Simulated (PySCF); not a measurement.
PySCF 2.14.0, R2SCAN/def2-svp, df: FC1[CH]C(F)(F)C(F)(F)C1(F)F, charge +1, multiplicity 1, 14 atoms. The geometry is a generated start, not checked to be a minimum at this level.

```yaml
task: energy
method: r2scan
basis: def2-svp
two_electron_scheme: density fitting
mol.max_memory: 3000 MB
mf.max_cycle: 100
mf.init_guess: minao (default)
mf.DIIS: CDIIS (default)
mf.diis_space: 8 (default)
mf.conv_tol: 1e-09 (default)
mf.grids.level: 3 (default)
basis_functions: 178
grid_points: 190040
```

```xyz
14

F      2.3985    -0.4369    -0.5689
C      1.3061    -0.3355     0.1852
C      0.2696    -1.3022    -0.0829
C     -1.0477    -0.8418     0.3385
F     -2.0883    -1.5196    -0.0787
F     -1.1949    -0.5376     1.6294
C     -0.9447     0.6742    -0.3875
F     -1.8610     1.4657     0.0980
F     -1.0900     0.5751    -1.6920
C      0.5569     1.0936    -0.0046
F      1.1090     1.7864    -0.9729
F      0.5726     1.8101     1.1035
H      1.6320    -0.3355     1.2566
H      0.3819    -2.0959    -0.8238
```

Charge 1 and multiplicity 1 are set for this test and not shown to be the ground state.

One run each on 2 threads, 1 BLAS thread. Values of level_shift (Hartree) tried: 0 (default), 0.1, 0.3, 1.

Question: How does the count of Fock builds change with level_shift (Hartree), and where is it least?

Answer: Fewest Fock builds, within one of each other: 0 (default) with 16, 0.1 with 15. The count rises to 73 at 1. All converge to one solution.

```json
[
 {"level_shift (Hartree)": "0 (default)", "Fock builds": "16", "end": "same solution"},
 {"level_shift (Hartree)": "0.1", "Fock builds": "15", "end": "same solution"},
 {"level_shift (Hartree)": "0.3", "Fock builds": "25", "end": "same solution"},
 {"level_shift (Hartree)": "1", "Fock builds": "73", "end": "same solution"}
]
```
